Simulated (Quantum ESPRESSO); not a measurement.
Quantum ESPRESSO run on Sb (P-1, 14 atoms in the cell): self-consistent single point.

Computed with LDA (PZ), PSlibrary ultrasoft (LDA) pseudopotentials (plane waves; Quantum ESPRESSO 7.5).

```
CELL_PARAMETERS angstrom
      6.84618     0.00000     0.00000
     -1.88759     8.43160     0.00000
     -0.32993    -3.74708     8.03604
ATOMIC_POSITIONS crystal
  Sb 0.00000 0.00000 0.00000
  Sb 0.00000 0.50000 0.00000
  Sb 0.50000 0.50000 0.50000
  Sb 0.50000 0.00000 0.50000
  Sb 0.22572 0.74860 0.61388
  Sb 0.77428 0.25140 0.38612
  Sb 0.69177 0.64806 0.86825
  Sb 0.30823 0.35194 0.13175
  Sb 0.17307 0.15007 0.38663
  Sb 0.82693 0.84993 0.61337
  Sb 0.81505 0.80931 0.25422
  Sb 0.18495 0.19069 0.74578
  Sb 0.34021 0.80904 0.95781
  Sb 0.65979 0.19096 0.04219
```

Reference input (self-consistent single point, DFT, LDA (PZ), plane waves, PSlibrary ultrasoft (LDA) pseudopotentials): ecutwfc = 30 Ry; ecutrho = 180 Ry; occupations = smearing; smearing = mp; degauss = 0.0073499 Ry; potentials = {Sb: Sb.pz-n-rrkjus_psl.1.0.0.UPF}; K_POINTS = automatic 3 3 3 0 0 0; conv_thr = 1e-10 Ry. This run's input differs from it in these lines:

```diff
@@ -39,3 +39,3 @@
 K_POINTS {automatic}
-3 3 3  0 0 0
+7 6 6  0 0 0
 CELL_PARAMETERS {angstrom}
```

The program printed (abridged):

```
     Self-consistent Calculation

     iteration #  1     ecut=    30.00 Ry     beta= 0.70

     Threshold (ethr) on eigenvalues was too large:
     Diagonalizing with lowered threshold

     total energy              =    -279.83605010 Ry
     estimated scf accuracy    <       0.03895886 Ry

     iteration #  2     ecut=    30.00 Ry     beta= 0.70

     total energy              =    -279.83513251 Ry
     estimated scf accuracy    <       0.00874925 Ry

     iteration #  3     ecut=    30.00 Ry     beta= 0.70
     c_bands:  1 eigenvalues not converged
     c_bands:  1 eigenvalues not converged

     total energy              =    -279.83560219 Ry
     estimated scf accuracy    <       0.01837965 Ry

   [... 12 blocks of this kind left out ...]

     iteration # 16     ecut=    30.00 Ry     beta= 0.70

     total energy              =    -279.83915085 Ry
     estimated scf accuracy    <          1.8E-10 Ry

     iteration # 17     ecut=    30.00 Ry     beta= 0.70
     End of self-consistent calculation

     Number of k-points >= 100: set verbosity='high' to print the bands.

     the Fermi energy is     5.1734 ev

!    total energy              =    -279.83915085 Ry
     estimated scf accuracy    <          3.2E-11 Ry
     smearing contrib. (-TS)   =      -0.00003430 Ry
     internal energy E=F+TS    =    -279.83911655 Ry

     convergence has been achieved in  17 iterations

     Forces acting on atoms (cartesian axes, Ry/au):

     atom    1 type  1   force =     0.00000000    0.00000000    0.00000000
     atom    2 type  1   force =     0.00000000    0.00000000    0.00000000
     atom    3 type  1   force =     0.00000000    0.00000000    0.00000000
     atom    4 type  1   force =     0.00000000    0.00000000    0.00000000
   [... lines left out ...]

     Total force =     0.030158     Total SCF correction =     0.000008

          total   stress  (Ry/bohr**3)                   (kbar)     P=      -36.28
  -0.00025724   0.00001126   0.00000411          -37.84        1.66        0.60
   0.00001126  -0.00025282   0.00000682            1.66      -37.19        1.00
   0.00000411   0.00000682  -0.00022985            0.60        1.00      -33.81

   JOB DONE.
```

The run converged in 17 iterations. Against the reference run the free energy goes down by 12.3 meV/atom, the pressure goes from -3.49 to -3.63 GPa and the largest force goes from 0.369 to 0.321 eV/Å. The full log also holds: “c_bands:  2 eigenvalues not converged”.

The starting cell comes from a database of computed structures (which also holds hypothetical and non-ambient phases and stackings), without a prior relaxation at this level. Spin-orbit coupling is off. With a pressure of about -4 GPa the cell is away from its equilibrium volume at this level.

Cost on one core of a shared machine: roughly 40 min.
